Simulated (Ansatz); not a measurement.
**A short convergence ladder for Cs3Bi (I4mm, 4 atoms in the cell)**

```yaml
crystal:
  lattice:
    - [0.00000, 4.67311, 4.67311]
    - [4.67311, 0.00000, 4.67311]
    - [4.67311, 4.67311, 0.00000]
  atoms:
    - { symbol: Cs, position: [0.25000, 0.25000, 0.25000] }
    - { symbol: Cs, position: [0.75000, 0.75000, 0.75000] }
    - { symbol: Cs, position: [0.50535, 0.50535, 0.49465] }
    - { symbol: Bi, position: [0.00000, 0.00000, 0.00000] }
```

Base method: PBEsol, default PAW files made with PBE (plane waves; Ansatz, an electronic-structure program).

Base settings: basis.ecutwfc = 420 eV; kpoints.mp_grid.grid = 5 5 5; hamiltonian.xc = pbesol; hamiltonian.pseudopotentials = {kind: paw} (the program's default PAW files); scf.occupations.method = gaussian; scf.occupations.width = 0.272 eV.

**The width of Gaussian smearing**

The mesh stays at the base's, so the ladder's end is converged at best in this setting alone.

Only quantities that move along the ladder and can be compared are tabulated.

```csv
scf.occupations.width,free energy less the last step's (meV/atom),pressure (GPa)
1 eV,-57.58,-0.13
0.5 eV,-3.01,-0.44
0.2 eV,-0.27,-0.47
0.1 eV,-0.01,-0.49
0.02 eV,0.00,-0.49
```

Widest scf.occupations.width that holds the free energy within 0.5 meV/atom of the last step, with all finer ones: 0.2 eV; the step before is off by 3.0 meV/atom.

Widest scf.occupations.width that holds the pressure within 0.1 GPa of the last step, with all finer ones: 0.5 eV; the step before is off by 0.36 GPa.

On the base run: the starting cell comes from a database of computed structures (which also holds hypothetical and non-ambient phases and stackings), without a prior relaxation at this level. Its lattice was rescaled by up to half a per cent. One atom was moved a little off its site on purpose. Ansatz's pressure includes its estimate of the finite-basis (Pulay) stress.

Keys are those of Ansatz 0.2.
